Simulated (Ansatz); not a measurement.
## Rh: biaxial strain +4.41 %, plane normal [001], relaxed out of plane

Base system: Rh (space group P6_3/mmc, No. 194; a = 2.677 Å, c = 8.730 Å; a cell from a computed database, its experimental status unchecked; relaxed with 0.1 eV smearing). Axes: x lies along a and z along c of the hexagonal cell.

Perturbation: biaxial strain +4.41 %, plane normal [001], relaxed out of plane (Cartesian); in-plane vectors clamped, the third vector and the atoms free.

Level of theory: PBEsol (Ansatz, a first-principles code; PAW; 420 eV plane waves; scalar-relativistic without spin-orbit coupling). Settings: 25×25×7 k-points, 0.1 eV Fermi–Dirac smearing.

```json
[
 {"quantity": "space group", "base": "P6_3/mmc (No. 194)", "changed": "P6_3/mmc (No. 194)", "shift": "–"},
 {"quantity": "band gap", "base": "zero", "changed": "zero", "shift": "–"},
 {"quantity": "out-of-plane strain", "base": "–", "changed": "-2.82 %", "shift": "–"},
 {"quantity": "ratio −ε⊥/ε∥", "base": "–", "changed": "0.64", "shift": "–"},
 {"quantity": "mean in-plane stress (compression positive)", "base": "–", "changed": "-19.2 GPa", "shift": "–"}
]
```

Final structure (turned so that z lies along the plane normal):

```
CELL_PARAMETERS angstrom
      2.79502     0.00000     0.00000
      1.39751     2.42055     0.00000
      0.00000     0.00000     8.48351
ATOMIC_POSITIONS crystal
  Rh 0.00000 0.00000 0.00000
  Rh 0.00000 0.00000 0.50000
  Rh 0.33333 0.33333 0.25000
  Rh 0.66667 0.66667 0.75000
```

Stability against distortions was not tested. All final runs are without spin polarisation. Rh lies near a magnetic instability that expansion can trigger; it was not tested. Rh has a high density of states at the Fermi level and may be magnetic at this level. This is not the structure that Rh has at room temperature and ambient pressure.
